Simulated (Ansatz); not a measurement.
Defect migration in bcc Nb: Ru-vacancy pair (Ru on one host Nb site, one Nb site vacant), neutral cell. Calculation: PBE, PAW (plane waves to 420 eV; Ansatz, a program for electronic structure).

Cell of 36 host sites held at the relaxed PBE lattice; a 2×2×3 k-point mesh shifted by half a step; Fermi-Dirac width 0.10 eV, spin-restricted; finite-size errors left in. Static, classical nuclei. Forms of the defect that were not tried may lie lower. The start lies 0.56 eV above the lowest site run (PBE).

Barriers: single points on a 3×3×4 k-point mesh shifted by half a step at the bands' geometries (they differ from the bands' own by up to 0.10 eV, and are uncertain by about as much).

The step: a nearby Nb atom hops onto the vacant site (Ru-vacancy distance between ideal sites 2.87 → 3.31 Å). Atoms about the jump, Cartesian Å from the middle of the jump, before and after:

| atom | x0 | y0 | z0 | x1 | y1 | z1 |
|---|---|---|---|---|---|---|
| Nb1 | -0.74 | -0.74 | 0.77 | 0.74 | 0.74 | -0.77 |
| Nb2 | 0.79 | -2.45 | -0.84 | 0.74 | -2.41 | -0.77 |
| Nb3 | -2.45 | 0.79 | -0.84 | -2.40 | 0.74 | -0.77 |
| Nb4 | 0.78 | 0.78 | 2.63 | 0.74 | 0.74 | 2.52 |
| Ru5 | -0.87 | -0.87 | -2.50 | -0.83 | -0.83 | -2.44 |
| Nb6 | -0.77 | 2.43 | 0.87 | -0.83 | 2.49 | 0.87 |
| Nb7 | 2.43 | -0.77 | 0.87 | 2.49 | -0.83 | 0.87 |
| Nb8 | -2.45 | -2.45 | -0.82 | -2.41 | -2.40 | -0.77 |
| Nb9 | -2.43 | 0.81 | 2.52 | -2.40 | 0.74 | 2.52 |
| Nb10 | 0.80 | -2.43 | 2.52 | 0.74 | -2.40 | 2.51 |
| Nb11 | -2.44 | -2.44 | 2.52 | -2.41 | -2.40 | 2.52 |
| Nb12 | -0.77 | 2.43 | -2.39 | -0.83 | 2.43 | -2.44 |
| Nb13 | 2.43 | -0.77 | -2.39 | 2.43 | -0.83 | -2.44 |
| Nb14 | -4.12 | -0.83 | 0.86 | -4.16 | -0.83 | 0.87 |
| Nb15 | -0.83 | -4.12 | 0.86 | -0.83 | -4.16 | 0.87 |
| Nb16 | 2.42 | 2.42 | 0.86 | 2.46 | 2.45 | 0.87 |

Question: Predict the transition state.

Answer: 
```json
[
 {"atom": "Nb1", "x": "-0.33", "y": "-0.33", "z": "0.22"},
 {"atom": "Nb2", "x": "0.86", "y": "-2.53", "z": "-0.86"},
 {"atom": "Nb3", "x": "-2.52", "y": "0.85", "z": "-0.86"},
 {"atom": "Nb4", "x": "0.76", "y": "0.75", "z": "2.62"},
 {"atom": "Ru5", "x": "-0.85", "y": "-0.86", "z": "-2.54"},
 {"atom": "Nb6", "x": "-0.84", "y": "2.48", "z": "0.92"},
 {"atom": "Nb7", "x": "2.49", "y": "-0.85", "z": "0.92"},
 {"atom": "Nb8", "x": "-2.40", "y": "-2.41", "z": "-0.92"},
 {"atom": "Nb9", "x": "-2.43", "y": "0.83", "z": "2.50"},
 {"atom": "Nb10", "x": "0.84", "y": "-2.44", "z": "2.50"},
 {"atom": "Nb11", "x": "-2.35", "y": "-2.36", "z": "2.41"},
 {"atom": "Nb12", "x": "-0.80", "y": "2.44", "z": "-2.38"},
 {"atom": "Nb13", "x": "2.45", "y": "-0.81", "z": "-2.37"},
 {"atom": "Nb14", "x": "-4.08", "y": "-0.80", "z": "0.82"},
 {"atom": "Nb15", "x": "-0.80", "y": "-4.09", "z": "0.82"},
 {"atom": "Nb16", "x": "2.38", "y": "2.37", "z": "0.90"}
]
```
It lies 0.27 eV above the start and 0.83 eV above the end. The saddle point's order was not checked, and it lies on a symmetry element of the cell, where a band can be held.
